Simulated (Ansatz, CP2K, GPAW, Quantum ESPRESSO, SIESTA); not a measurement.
# One structure in several programs: Rb (Im-3m, 1 atom in the cell)

Self-consistent single point.

```xyz
1
Lattice="-2.7826 2.7826 2.7826 2.7826 -2.7826 2.7826 2.7826 2.7826 -2.7826" Properties=species:S:1:pos:R:3 pbc="T T T"
Rb     0.0000     0.0000     0.0000
```

Shared settings, as Ansatz (a first-principles code) writes them: kpoints.mp_grid.grid = 11 11 11; scf.occupations.method = gaussian; scf.occupations.width = 0.02 Ry. Potentials and cutoffs stand in the table.

```json
[
 {"code": "Ansatz", "model": "PBEsol, default PAW files made with PBE", "pressure (GPa)": "0.01", "cutoff": "30.9 Ry"},
 {"code": "GPAW", "model": "PBEsol, GPAW PAW datasets PBEsol (made by gpaw-setup)", "pressure (GPa)": "0.00", "cutoff": "600 eV"},
 {"code": "Quantum ESPRESSO", "model": "PBEsol, PSlibrary PAW (PBE) pseudopotentials", "pressure (GPa)": "0.00", "cutoff": "40 Ry"},
 {"code": "CP2K", "model": "PBEsol, GPW, DZVP-MOLOPT-SR-GTH basis, GTH-PBE potentials (GTH_POTENTIALS)", "pressure (GPa)": "0.09", "cutoff": "grid 500 Ry"},
 {"code": "SIESTA", "model": "GGA PBEsol, numerical atomic orbitals DZP, PseudoDojo PBEsol standard norm-conserving potentials (rewritten from UPF to PSML)", "pressure (GPa)": "0.23", "cutoff": "grid 350 Ry"}
]
```

The spread over the programs that give each value: pressure within 0.23 GPa.

CP2K and SIESTA use small atom-centred bases, whose incompleteness enters pressures, forces and empty levels differently from a plane-wave cutoff. Ansatz's pressure is given at a fixed set of plane waves, as the other plane-wave codes print theirs.

The starting cell has typed, rounded lattice constants, without a prior relaxation at this level. Its lattice was rescaled by a random factor within 2.5 % of one.

Left out of this page: ABINIT (with a known weakness of the program); Elk and FLEUR (not drawn, or without a comparable value).

Keys are those of Ansatz 0.2.
